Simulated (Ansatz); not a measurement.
Pressure series in HfO2

Base system: HfO2 in the fluorite structure (space group Fm-3m, No. 225).

```
CELL_PARAMETERS angstrom
      0.00000     2.54906     2.54906
      2.54906     0.00000     2.54906
      2.54906     2.54906     0.00000
ATOMIC_POSITIONS crystal
  Hf 0.00000 0.00000 0.00000
  O  0.25000 0.25000 0.25000
  O  0.75000 0.75000 0.75000
```

Cell and atoms are relaxed at each pressure.

Level of theory: plane-wave PAW DFT at the PBE level (Ansatz, a quantum-chemistry and plane-wave program, 420 eV), no spin-orbit coupling, earlier PAW set.

Notes on the quantities. enthalpy: H = E + PV relative to the base's energy.

| change | volume per atom | enthalpy | band gap |
|---|---|---|---|
| base | 11.04 Å³ | – | 3.75 eV |
| pressure −2 GPa | 11.13 Å³ | -0.14 eV/atom | 3.73 eV |
| pressure −1 GPa | 11.09 Å³ | -0.07 eV/atom | 3.74 eV |
| pressure 1.8 GPa | ? | +0.12 eV/atom | ? |
| pressure 4.2 GPa | 10.86 Å³ | +0.29 eV/atom | 3.79 eV |
| pressure 9 GPa | 10.67 Å³ | +0.61 eV/atom | 3.83 eV |
| pressure 18 GPa | 10.36 Å³ | +1.20 eV/atom | 3.90 eV |
| pressure 30 GPa | 10.00 Å³ | +1.96 eV/atom | 3.98 eV |
| pressure 45 GPa | 9.63 Å³ | +2.88 eV/atom | 4.07 eV |
| pressure 60 GPa | 9.31 Å³ | +3.77 eV/atom | 4.14 eV |

Q: Fill in the withheld entries from the trend.

A: 
- pressure 1.8 GPa, volume per atom: 10.96 Å³
- pressure 1.8 GPa, band gap: 3.76 eV

Spin-orbit coupling, missing from the scalar runs, can matter with Hf. Load acts through the strain it causes; cell and atoms are relaxed under it. No phonon test of stability was made. No other phases were tried under pressure. This is not the structure that HfO2 has at room temperature and ambient pressure.
